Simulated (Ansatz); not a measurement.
# Effect of Ba on a Ti site (antisite) on BaTiO3

Base system: a 20-atom supercell of BaTiO$_{3}$ (space group P4mm, No. 99; a = 3.955 Å, c = 4.044 Å) at its relaxed geometry.

It is then changed as follows: one Ti atom is replaced by Ba, atoms relaxed at fixed cell, starting from a slightly rattled geometry.

Method: Kohn–Sham DFT with the PBEsol functional, run in Ansatz (a first-principles code) with PAW and 420 eV plane waves, no SOC. Γ-centred 5×5×5 mesh, Fermi–Dirac width 0.01 eV.

```json
{
  "pressure": "17.2 GPa (base 0.0 GPa)",
  "gap_of_the_supercell": "2.85 eV (base 1.85 eV)",
  "largest_displacement_of_a_host_atom_from_its_site_in_the_perfect_cell": "1.62 Å",
  "shift_of_the_substituted_atom_off_its_lattice_site": "0.83 Å"
}
```

The magnetic state is the one reached from the starting moments; the real material's order can differ, and small cells can't hold many antiferromagnetic ones. The cell is small, so the values are those of an ordered compound at a high defect concentration; dilute-limit values will differ. Starting moments died away, wholly or in part, for Ba on a Ti site (antisite); another magnetic solution may exist. Spin-polarised in the final run: Ba on a Ti site (antisite); the other runs are not. The defect cell is spin-polarised and ends with 0.0 μB.
